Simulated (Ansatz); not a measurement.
Consider interstitial Al in alpha quartz, charge state +3. All values below come from PBE, PAW (plane waves to 420 eV; Ansatz, an electronic-structure program).

72-site cell at the relaxed PBE lattice, the Γ point alone, smearing 0.01 eV, spin-restricted, no finite-size correction. Energies are static. The charge state is imposed; whether it is stable for some Fermi level was not computed. Sites that were not tried may lie lower.

Barriers: single points on a 2×2×2 k-point mesh shifted by half a step along c at the bands' geometries.

Relaxed starting cell (atoms counted from 1):

```
CELL_PARAMETERS angstrom
     10.04225     0.00000     0.00000
     -5.02113     8.69685     0.00000
      0.00000     0.00000    11.01902
ATOMIC_POSITIONS crystal
  Si 0.98824 0.24058 0.17296
  Si 0.00161 0.23925 0.66274
  Si 0.00294 0.73763 0.17253
  Si 0.99993 0.73614 0.66395
  Si 0.49912 0.23593 0.17385
  Si 0.50270 0.24218 0.66174
  Si 0.49503 0.73795 0.17335
  Si 0.50206 0.73506 0.66611
  Si 0.26968 0.26958 0.00042
  Si 0.26153 0.26149 0.50048
  Si 0.26224 0.75799 0.99957
  Si 0.26615 0.76444 0.50330
  Si 0.75755 0.26161 0.00124
  Si 0.76493 0.26643 0.49747
  Si 0.74693 0.74687 0.00037
  Si 0.76571 0.76554 0.50044
  Si 0.23900 0.00141 0.33824
  Si 0.24115 0.98822 0.82765
  Si 0.24217 0.50250 0.33885
  Si 0.23601 0.49915 0.82714
  Si 0.73648 0.99990 0.33708
  Si 0.73745 0.00274 0.82812
  Si 0.73553 0.50219 0.33452
  Si 0.73782 0.49467 0.82764
  O  0.10065 0.18527 0.08523
  O  0.13065 0.20511 0.60639
  O  0.12045 0.70776 0.09520
  O  0.13442 0.71022 0.60838
  O  0.62333 0.20783 0.10207
  O  0.63242 0.21081 0.60255
  O  0.62399 0.70912 0.10295
  O  0.63338 0.70887 0.60472
  O  0.29184 0.42280 0.44257
  O  0.29218 0.41508 0.92888
  O  0.29216 0.92252 0.44074
  O  0.29908 0.91827 0.93280
  O  0.79914 0.42687 0.43304
  O  0.79114 0.41651 0.93121
  O  0.79623 0.92615 0.43920
  O  0.81582 0.92755 0.93605
  O  0.36861 0.07529 0.23140
  O  0.37057 0.08712 0.73120
  O  0.37295 0.57519 0.23303
  O  0.37088 0.57534 0.72685
  O  0.86791 0.07354 0.22714
  O  0.87427 0.07968 0.73097
  O  0.85927 0.58169 0.22088
  O  0.87067 0.57766 0.72685
  O  0.41511 0.29231 0.07219
  O  0.42310 0.29207 0.55809
  O  0.41695 0.79133 0.06976
  O  0.42660 0.79860 0.56767
  O  0.91775 0.29798 0.06786
  O  0.92300 0.29255 0.56011
  O  0.92775 0.81579 0.06440
  O  0.92616 0.79608 0.56201
  O  0.20476 0.13025 0.39487
  O  0.18587 0.10078 0.91525
  O  0.21054 0.63203 0.39811
  O  0.20830 0.62369 0.89881
  O  0.71078 0.13464 0.39244
  O  0.70699 0.11983 0.90550
  O  0.70958 0.63369 0.39585
  O  0.70886 0.62356 0.89804
  O  0.08745 0.37050 0.26898
  O  0.07524 0.36879 0.76966
  O  0.07947 0.87429 0.26984
  O  0.07386 0.86753 0.77396
  O  0.57563 0.37092 0.27404
  O  0.57509 0.37252 0.76791
  O  0.57795 0.87070 0.27420
  O  0.58179 0.85897 0.77958
  Al 0.00668 0.00640 0.99999
```
Cell charge +3.

End state 1 differs by these moves (Å; atoms that move under 0.08 Å are left out):

```json
[
 {"atom": "1", "element": "Si", "Δx": "0.12", "Δy": "-0.02", "Δz": "-0.01"},
 {"atom": "2", "element": "Si", "Δx": "0.04", "Δy": "0.12", "Δz": "-0.01"},
 {"atom": "9", "element": "Si", "Δx": "-0.05", "Δy": "-0.03", "Δz": "0.07"},
 {"atom": "11", "element": "Si", "Δx": "0.01", "Δy": "0.00", "Δz": "0.09"},
 {"atom": "13", "element": "Si", "Δx": "0.06", "Δy": "0.02", "Δz": "0.07"},
 {"atom": "15", "element": "Si", "Δx": "0.12", "Δy": "0.01", "Δz": "0.08"},
 {"atom": "18", "element": "Si", "Δx": "0.06", "Δy": "0.11", "Δz": "0.08"},
 {"atom": "20", "element": "Si", "Δx": "0.04", "Δy": "0.05", "Δz": "0.07"},
 {"atom": "22", "element": "Si", "Δx": "-0.05", "Δy": "-0.02", "Δz": "0.07"},
 {"atom": "24", "element": "Si", "Δx": "0.00", "Δy": "0.02", "Δz": "0.09"},
 {"atom": "25", "element": "O", "Δx": "0.15", "Δy": "0.18", "Δz": "0.21"},
 {"atom": "27", "element": "O", "Δx": "0.10", "Δy": "0.00", "Δz": "0.14"},
 {"atom": "28", "element": "O", "Δx": "0.00", "Δy": "0.11", "Δz": "0.06"},
 {"atom": "29", "element": "O", "Δx": "0.08", "Δy": "-0.02", "Δz": "0.07"},
 {"atom": "37", "element": "O", "Δx": "-0.07", "Δy": "-0.04", "Δz": "0.04"},
 {"atom": "40", "element": "O", "Δx": "0.05", "Δy": "-0.10", "Δz": "-0.18"},
 {"atom": "44", "element": "O", "Δx": "0.01", "Δy": "0.09", "Δz": "0.07"},
 {"atom": "46", "element": "O", "Δx": "0.23", "Δy": "0.05", "Δz": "0.21"},
 {"atom": "47", "element": "O", "Δx": "0.10", "Δy": "-0.04", "Δz": "0.06"},
 {"atom": "48", "element": "O", "Δx": "0.04", "Δy": "0.09", "Δz": "0.14"},
 {"atom": "49", "element": "O", "Δx": "0.11", "Δy": "-0.12", "Δz": "-0.18"},
 {"atom": "51", "element": "O", "Δx": "0.05", "Δy": "0.06", "Δz": "-0.03"},
 {"atom": "53", "element": "O", "Δx": "0.10", "Δy": "-0.03", "Δz": "-0.03"},
 {"atom": "54", "element": "O", "Δx": "-0.05", "Δy": "-0.08", "Δz": "0.07"},
 {"atom": "55", "element": "O", "Δx": "0.10", "Δy": "-0.19", "Δz": "-0.04"},
 {"atom": "58", "element": "O", "Δx": "-0.07", "Δy": "0.10", "Δz": "-0.18"},
 {"atom": "59", "element": "O", "Δx": "-0.07", "Δy": "-0.03", "Δz": "0.04"},
 {"atom": "65", "element": "O", "Δx": "-0.10", "Δy": "0.00", "Δz": "0.07"},
 {"atom": "66", "element": "O", "Δx": "0.02", "Δy": "0.11", "Δz": "-0.03"},
 {"atom": "68", "element": "O", "Δx": "-0.12", "Δy": "0.18", "Δz": "-0.04"},
 {"atom": "70", "element": "O", "Δx": "0.07", "Δy": "0.02", "Δz": "-0.03"},
 {"atom": "72", "element": "O", "Δx": "-0.06", "Δy": "0.17", "Δz": "-0.18"},
 {"atom": "73", "element": "Al", "Δx": "-0.10", "Δy": "-0.05", "Δz": "-1.82"}
]
```

### Question
Give the forward and backward barriers to end state 1 at the level PBE, PAW.

### Answer
forward 0.31 eV, backward 0.31 eV; at the saddle point atom 73 has neighbours 2 O at 1.81, O at 1.88, O at 1.90 Å. The saddle point's order was not checked.

End state 2 differs by these moves (Å; atoms that move under 0.25 Å are left out):

```tsv
atom	element	Δx	Δy	Δz
20	Si	0.24	0.01	0.18
29	O	0.20	-0.12	0.10
33	O	-0.18	-0.12	-0.26
34	O	0.32	0.15	0.16
46	O	0.07	0.09	0.34
49	O	0.19	-0.26	-0.03
53	O	0.16	-0.47	-0.46
54	O	-0.20	0.16	0.45
58	O	-0.13	0.21	-0.23
61	O	0.19	0.07	0.24
62	O	-0.30	-0.17	-0.18
65	O	-0.13	0.25	-0.41
66	O	0.34	-0.28	0.41
73	Al	-0.75	1.17	-0.92
```

### Question
What is the computed forward and backward barriers to end state 2 (PBE, PAW)?

### Answer
forward 0.60 eV, backward 0.11 eV; at the saddle point atom 73 has neighbours O at 1.83, O at 1.86, 2 O at 1.89, O at 2.33 Å. The saddle point's order was not checked.
